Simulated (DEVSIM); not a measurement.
Device: abrupt Si p-n junction, at 400 K.

Layer 1 from the left is Si, thickness (μm) 2.60, Na (cm⁻³) 1e19, τn (s) 0.00021, τp (s) 0.00021. Layer 2 from the left is Si, thickness (μm) 250, Nd (cm⁻³) 7.5e15, τn (s) 0.00021, τp (s) 0.00021.

Left contact: ohmic. Right contact: ohmic. Voltage is applied to the left contact. Recombination: SRH at mid-gap. Mobility is μmin + (μ − μmin)/(1 + (N/Nref)^α).

The device is made up for the run: typed textbook-type constants, with dimensions and the other settings drawn at random. Values at 300 K; Nc and Nv go as T^1.5, mobilities as T to minus their exponent, the gap by Varshni's rule with the affinity fixed.

Si: gap (eV) 1.124, affinity (eV) 4.05, permittivity 11.7, Nc (cm⁻³) 2.86e19, Nv (cm⁻³) 3.1e19, μn (cm²/Vs) 1417, μp (cm²/Vs) 470, μn,min 52, μp,min 45, Nref,n 9.7e16, Nref,p 2.2e17, αn 0.68, αp 0.72, T exponent of μn 2.3, T exponent of μp 2.2, Varshni α (eV/K) 0.000473, Varshni β (K) 636.

Question: Estimate by hand the built-in potential, the peak field at zero bias, and compare with a numerical solution.

Answer: 
- Built-in potential: ni = √(Nc Nv) exp(−Eg/2kT) = 5.68e12 cm⁻³ with Eg = 1.096 eV; Vbi = kT/q ln(Na Nd/ni²) = 0.743 V; numerical 0.743 V.
- Peak field at zero bias: depletion approximation: W = √(2εVbi/(qN)) = 0.358 μm with N = 7.49e15 cm⁻³; field = 2Vbi/W = 41500 V/cm; numerical 201000 V/cm (estimate below by 79 %).

Model (solved in DEVSIM): 1D drift-diffusion, Boltzmann statistics, complete ionisation; no tunnelling, impact ionisation, image-force lowering or self-heating.
